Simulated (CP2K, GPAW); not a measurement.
A CP2K input for a self-consistent single point of YB₂ (P6/mmm, 3 atoms in the cell) (DFT PBEsol, GPW, DZVP-MOLOPT-SR-GTH basis, GTH-PBE potentials (GTH_POTENTIALS)):

```
&GLOBAL
  PROJECT yb2
  RUN_TYPE ENERGY_FORCE
  PRINT_LEVEL LOW
&END GLOBAL
&FORCE_EVAL
  METHOD Quickstep
  STRESS_TENSOR ANALYTICAL
  &DFT
    BASIS_SET_FILE_NAME BASIS_MOLOPT
    POTENTIAL_FILE_NAME GTH_POTENTIALS
    &QS
      METHOD GPW
      EPS_DEFAULT 1E-10
    &END QS
    &MGRID
      CUTOFF 500
      REL_CUTOFF 60
      NGRIDS 5
    &END MGRID
    &SCF
      SCF_GUESS ATOMIC
      EPS_SCF 1E-7
      MAX_SCF 100
      ADDED_MOS 4
      &DIAGONALIZATION
        ALGORITHM STANDARD
      &END DIAGONALIZATION
      &MIXING
        METHOD BROYDEN_MIXING
        ALPHA 0.2
        NBUFFER 10
      &END MIXING
      &SMEAR ON
        METHOD FERMI_DIRAC
        ELECTRONIC_TEMPERATURE [K] 1160.45
      &END SMEAR
    &END SCF
    &KPOINTS
      SCHEME MONKHORST-PACK 8 8 6
      GAMMA_CENTERED T
    &END KPOINTS
    &XC
      &XC_FUNCTIONAL
        &PBE
          PARAMETRIZATION PBESOL
        &END PBE
      &END XC_FUNCTIONAL
    &END XC
    &PRINT
      &MO
        EIGENVALUES T
        OCCUPATION_NUMBERS T
        NDIGITS 8
        FILENAME mo
        &EACH
          QS_SCF 0
        &END EACH
        ADD_LAST NUMERIC
      &END MO
      &MULLIKEN OFF
      &END MULLIKEN
    &END PRINT
  &END DFT
  &SUBSYS
    &CELL
      ABC 3.30084000 3.30083975 3.86250000
      ALPHA_BETA_GAMMA 90.00000000 90.00000000 120.00000255
      PERIODIC XYZ
    &END CELL
    &COORD
      Y        0.00000000     0.00000000     0.00000000
      B       -0.00000165     1.90574162     1.93125000
      B        1.65042165     0.95286938     1.93125000
    &END COORD
    &KIND Y
      BASIS_SET DZVP-MOLOPT-SR-GTH-q11
      POTENTIAL GTH-PBE-q11
    &END KIND
    &KIND B
      BASIS_SET DZVP-MOLOPT-SR-GTH-q3
      POTENTIAL GTH-PBE-q3
    &END KIND
  &END SUBSYS
  &PRINT
    &FORCES ON
    &END FORCES
    &STRESS_TENSOR ON
    &END STRESS_TENSOR
  &END PRINT
&END FORCE_EVAL
```

Task: Translate this input to GPAW.

Result: One input that does it (others would too):

```python
from ase import Atoms
from ase.units import GPa
from gpaw import GPAW

atoms = Atoms(['Y', 'B', 'B'],
              cell=[[3.300840, 0.000000, 0.000000],
                    [-1.650420, 2.858611, 0.000000],
                    [0.000000, 0.000000, 3.862500]],
              positions=[[0.000000, 0.000000, 0.000000],
                         [-0.000002, 1.905742, 1.931250],
                         [1.650422, 0.952869, 1.931250]],
              pbc=True)

calc = GPAW(mode={'name': 'pw', 'ecut': 900},
            xc='PBEsol',
            kpts={'size': (8, 8, 6), 'gamma': True},
            occupations={'name': 'fermi-dirac', 'width': 0.1},
            nbands=-7,
            convergence={'forces': 0.001},
            symmetry={'symmorphic': False, 'tolerance': 0.0005},
            maxiter=120)

atoms.calc = calc

energy = atoms.get_potential_energy()
print('Energy (eV):', round(energy, 6))
forces = atoms.get_forces()
print('Forces (eV/Ang):')
print(forces.round(5))
stress = atoms.get_stress()
print('Stress (GPa, Voigt):', (stress / GPa).round(4))
```

Basis settings and potentials, where a program has them, do not carry over. This input uses DFT PBEsol, plane waves, GPAW PAW datasets PBEsol (made by gpaw-setup).

The starting cell comes from a database of computed structures (which also holds hypothetical and non-ambient phases and stackings), without a prior relaxation at this level.
